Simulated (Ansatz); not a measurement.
The parent structure is La₂O₃ (space group P-3m1, No. 164; a = 3.906 Å, c = 6.040 Å).

Now apply this change: cell and atoms relaxed at a pressure of 50 GPa.

Levels (all Ansatz, a program for electronic structure, PAW): PBEsol (420 eV, spin-orbit coupling left out); r2SCAN (500 eV, spin-orbit coupling left out); HSE06 (420 eV, no spin-orbit coupling).

At the geometry relaxed with PBEsol, these levels gave the following band gaps, in shuffled order: (a) 5.09 eV, (b) 3.60 eV, (c) 4.08 eV.

### Question
Match each gap to its level.

### Answer
(a) HSE06; (b) PBEsol; (c) r2SCAN.

Single points use the geometry relaxed with PBEsol. HSE06 was sampled on its mesh, a few special points and the semilocal edge points, so its gap is an upper bound. Load acts through the strain it causes; cell and atoms are relaxed under it. Whether these cells are dynamically stable was not tested. Competing high-pressure phases were not computed.
